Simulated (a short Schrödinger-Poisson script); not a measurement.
Stack: MOS inversion layer, Al2O3 on p-type InP, at 300 K.

| layer | material | thickness (nm) | Na (cm⁻³) |
|---|---|---|---|
| 1 | Al2O3 | 3 | - |
| 2 | InP | 250 | 3.5e18 |

The device is made up for the run: typed textbook-type constants, with dimensions and the other settings drawn at random. Al2O3: permittivity 9, conduction-band edge (eV) 3.03, gap (eV) 6.8, electron mass (mₑ) 0.3. InP: permittivity 12.5, conduction-band edge (eV) 0, gap (eV) 1.344, Nv at 300 K (cm⁻³) 1.1e19.

Channel valleys (confinement mass, in-plane density-of-states mass, number): Γ 0.08, 0.08, 1. At the gate the conduction-band edge of layer 1 lies 3.59 eV − eVg above the Fermi level of the channel; the field vanishes at the back. Gaps are held at their typed values at every temperature. Mesh 0.03 nm at interfaces.

From a short Schrödinger-Poisson script (our own, NumPy): 1D Poisson equation in equilibrium, electrons classical, Boltzmann, parabolic valleys, classical holes, full ionisation, no traps, pinning or gate leakage.

The same stack at other levels of the model or other numerical settings:

```tsv
run	sheet density of all electrons at Vg = 1.7 V (cm⁻²)	capacitance at Vg = 1.7 V (μF/cm²)	centroid of the channel electrons at Vg = 1.7 V (nm)	gate voltage at 1e11 electrons/cm² (V)	rough cost against the base
base	7.56e12	2.46	0.19	1.11	about 1
electrons treated as classical, Fermi-Dirac	3.08e12	1.36	0.88	1.14	4
electrons treated as quantum, Hartree	2.12e12	1.49	1.75	1.41	10
electrons treated as quantum, Hartree plus LDA exchange-correlation	2.36e12	1.54	1.73	1.39	20
mesh six times as coarse	7.23e12	2.40	0.29	1.12	0.7
```

The classical rows ignore confinement, and Boltzmann statistics overrate the density once the band edge passes the Fermi level.

Above a few 1e12 electrons/cm² a light Γ valley is non-parabolic and upper valleys begin to fill, which the model leaves out.
